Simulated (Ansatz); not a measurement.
# Response to strain in Sn4Au

Take Sn4Au (space group Ccce, No. 68; a = 6.522 Å, b = 11.760 Å, c = 6.490 Å; a cell from a computed database, its experimental status unchecked) as the base. Axes: x, y, z lie along a, b, c of the conventional cell.

Strains are applied to the cell and any free atomic positions relax.

Calculations: PBEsol (Ansatz, a first-principles code; PAW; 420 eV plane waves; scalar-relativistic without spin-orbit coupling).

Notes on the quantities. energy relative to the base: free energy F; pressure: mean of the normal stresses, compression positive.

```json
[
 {"variant": "base", "shortest interatomic distance": "285.8 pm", "energy relative to the base": "0 meV/atom", "pressure": "0.0 GPa"},
 {"variant": "isotropic strain −1.48 %", "shortest interatomic distance": "282.1 pm", "energy relative to the base": "…", "pressure": "…"},
 {"variant": "isotropic strain +2.28 %", "shortest interatomic distance": "291.2 pm", "energy relative to the base": "+21 meV/atom", "pressure": "-3.5 GPa"},
 {"variant": "uniaxial strain ε_yy = +0.67 %", "shortest interatomic distance": "286.3 pm", "energy relative to the base": "+0.3 meV/atom", "pressure": "-0.4 GPa"},
 {"variant": "tensor shear ε_xy = +0.34 %", "shortest interatomic distance": "285.6 pm", "energy relative to the base": "0.0 meV/atom", "pressure": "0.0 GPa"}
]
```

Complete the table.


- isotropic strain −1.48 %, energy relative to the base: +10 meV/atom
- isotropic strain −1.48 %, pressure: 3.2 GPa

Without a gap, meshes like the base's 8×8×7 leave anisotropic stresses uncertain by several tenths of a GPa, and small strain energies with them. Whether these cells are dynamically stable was not tested.
